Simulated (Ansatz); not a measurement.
```yaml
crystal:
  lattice:
    - [3.15810, 0.00000, 0.00000]
    - [-1.57905, 2.73500, 0.00000]
    - [0.00000, 0.00000, 12.11024]
  atoms:
    - { symbol: Mo, position: [0.33333, 0.66667, 0.25000] }
    - { symbol: Mo, position: [0.66667, 0.33333, 0.75000] }
    - { symbol: S, position: [0.33333, 0.66667, 0.62145] }
    - { symbol: S, position: [0.66667, 0.33333, 0.12145] }
    - { symbol: S, position: [0.66667, 0.33333, 0.37855] }
    - { symbol: S, position: [0.33333, 0.66667, 0.87855] }
```

No spin polarisation.

Calculations: Ansatz (a quantum-chemistry and plane-wave program), r2SCAN+rVV10, PAW, cutoff 500 eV, spin-orbit coupling left out. Γ-centred 12×12×3 mesh, Fermi–Dirac width 0.05 eV.

Q: What band gap does the calculation give?

A: 0.87 eV.

Q: Predict the smallest direct gap.

A: 1.77 eV.

Q: Predict the gap character.

A: Indirect, Γ → K–Γ (47 % along).

Q: What hole mass does the calculation give?

A: 0.94 mₑ along c, 0.59 mₑ across (at Γ).

Load acts through the strain it causes; cell and atoms are relaxed under it. Effective masses come from finite differences of ±0.01 Å⁻¹. Stability against distortions was not tested. The cell was made from MoS$_{2}$ in the 2H-MoS2 type structure (space group P6_3/mmc, No. 194; layered, stacked along the Cartesian z axis) by this change: pressure 1.8 GPa.
